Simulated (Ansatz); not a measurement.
**rutile SnO2 (1 0 0) on zinc-blende InSb (1 1 0) (film strained to the substrate, started from cuts of the bulks and a machine-learned relaxation; metallic at this level, with no gap by band count; slabs In6Sb6 and Sn10O24, which can lie off the formulas)**

A periodic stack without vacuum, rutile SnO2 (1 0 0) on zinc-blende InSb (1 1 0) (film strained to the substrate, started from cuts of the bulks and a machine-learned relaxation; metallic at this level, with no gap by band count; slabs In6Sb6 and Sn10O24, which can lie off the formulas): substrate slab In6Sb6, film Sn10O24, surface cells [[0, -1], [1, 0]] and [[1, 0], [0, 2]], film strained by -2.8 and +2.5 %, outermost planes InSb/InSb and O/O as cut, which need not be the usual terminations and can put a slab off its formula.

The start was prepared with a machine-learned potential, and the result is one local minimum, with the in-plane cell held and forces under 0.04 eV/Å; the film can end far from its bulk form.

Method: PBE (plane waves to 420 eV, PAW; Ansatz, an electronic-structure program). Scalar-relativistic, without spin–orbit coupling; the runs are not spin-polarised. Its k-point mesh 5×4×1, Fermi–Dirac width 0.05 eV.

interface area: 31.2 Å²
period: 26.95 Å
heights between the nearest atoms of the two slabs at the two interfaces: 0.92 and 0.92 Å
In–O contacts across the interfaces within 1.22 times the sum of covalent radii: 6, mean 2.18 Å
O–Sb contacts across the interfaces within 1.22 times the sum of covalent radii: 6, mean 2.02 Å
In–Sn contacts across the interfaces within 1.22 times the sum of covalent radii: 4, mean 3.34 Å

```yaml
crystal:
  lattice:
    - [4.68645, 0.00001, -0.25580]
    - [-0.00001, 6.63751, 0.00008]
    - [0.42219, 3.31903, 26.96463]
  atoms:
    - { symbol: In, position: [0.60936, 0.98888, 0.10298] }
    - { symbol: In, position: [0.33653, 0.64776, 0.02316] }
    - { symbol: In, position: [0.72573, 0.83570, 0.28483] }
    - { symbol: In, position: [0.25591, 0.37847, 0.19983] }
    - { symbol: In, position: [0.64559, 0.92877, 0.46099] }
    - { symbol: In, position: [0.37553, 0.35041, 0.38177] }
    - { symbol: Sb, position: [0.05722, 0.15426, 0.01286] }
    - { symbol: Sb, position: [0.13033, 0.69350, 0.11676] }
    - { symbol: Sb, position: [0.75136, 0.13098, 0.19851] }
    - { symbol: Sb, position: [0.22999, 0.58660, 0.28617] }
    - { symbol: Sb, position: [0.85411, 0.06843, 0.36760] }
    - { symbol: Sb, position: [0.92558, 0.42481, 0.47132] }
    - { symbol: Sn, position: [0.96937, 0.83646, 0.65260] }
    - { symbol: Sn, position: [0.97011, 0.33674, 0.65143] }
    - { symbol: Sn, position: [0.45142, 0.12995, 0.56174] }
    - { symbol: Sn, position: [0.45044, 0.63353, 0.56201] }
    - { symbol: O, position: [0.31078, 0.90445, 0.51629] }
    - { symbol: O, position: [0.24234, 0.39970, 0.52542] }
    - { symbol: O, position: [0.75693, 0.17106, 0.50566] }
    - { symbol: O, position: [0.74947, 0.64574, 0.50530] }
    - { symbol: O, position: [0.15026, 0.10270, 0.61521] }
    - { symbol: O, position: [0.14932, 0.60724, 0.61522] }
    - { symbol: O, position: [0.65066, 0.86430, 0.59691] }
    - { symbol: O, position: [0.64761, 0.36482, 0.59554] }
    - { symbol: Sn, position: [0.01378, 0.74700, 0.83166] }
    - { symbol: Sn, position: [0.01304, 0.24612, 0.83280] }
    - { symbol: Sn, position: [0.49160, 0.04232, 0.74214] }
    - { symbol: Sn, position: [0.49150, 0.54083, 0.74213] }
    - { symbol: O, position: [0.28980, 0.80890, 0.70746] }
    - { symbol: O, position: [0.29062, 0.30926, 0.70672] }
    - { symbol: O, position: [0.78441, 0.07076, 0.68621] }
    - { symbol: O, position: [0.78420, 0.56833, 0.68615] }
    - { symbol: O, position: [0.19845, 0.01492, 0.79800] }
    - { symbol: O, position: [0.19869, 0.51239, 0.79807] }
    - { symbol: O, position: [0.69325, 0.77422, 0.77681] }
    - { symbol: O, position: [0.69252, 0.27394, 0.77752] }
    - { symbol: Sn, position: [0.53167, 0.94972, 0.92247] }
    - { symbol: Sn, position: [0.53274, 0.45359, 0.92220] }
    - { symbol: O, position: [0.33287, 0.71932, 0.88726] }
    - { symbol: O, position: [0.33581, 0.21836, 0.88863] }
    - { symbol: O, position: [0.83317, 0.97591, 0.86906] }
    - { symbol: O, position: [0.83421, 0.48042, 0.86906] }
    - { symbol: O, position: [0.22578, 0.93484, 0.97853] }
    - { symbol: O, position: [0.23301, 0.40909, 0.97883] }
    - { symbol: O, position: [0.67165, 0.67875, 0.96797] }
    - { symbol: O, position: [0.74012, 0.18302, 0.95890] }
```
